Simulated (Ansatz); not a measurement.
CsCl-type TiCo, treated with LDA in Ansatz (PAW).

Run with plane-wave cutoff 520 eV, 22×22×22 k mesh, Fermi–Dirac smearing 0.034 eV (set by the program), no spin polarisation, scalar-relativistic PAW data made under PBE.

Cell (relaxed at this level):

```
CELL_PARAMETERS angstrom
      2.90148     0.00000     0.00000
      0.00000     2.90148     0.00000
      0.00000     0.00000     2.90148
ATOMIC_POSITIONS crystal
  Ti 0.00000 0.00000 0.00000
  Co 0.50000 0.50000 0.50000
```

What does this level give for the elastic constant C44, Young modulus, polycrystal shear modulus (Hill average), elastic constant C12 and elastic constant C11?


* **elastic constant C44**: 60.3 GPa
* **Young modulus**: 129 GPa
* **polycrystal shear modulus (Hill average)**: 46.2 GPa
* **elastic constant C12**: 190 GPa
* **elastic constant C11**: 253 GPa

Elastic constants are with the ions relaxed.

The computed numbers hold no vibrational or temperature effects.

The result took around 7 core-minutes (rough).

Ansatz is a program for electronic structure.
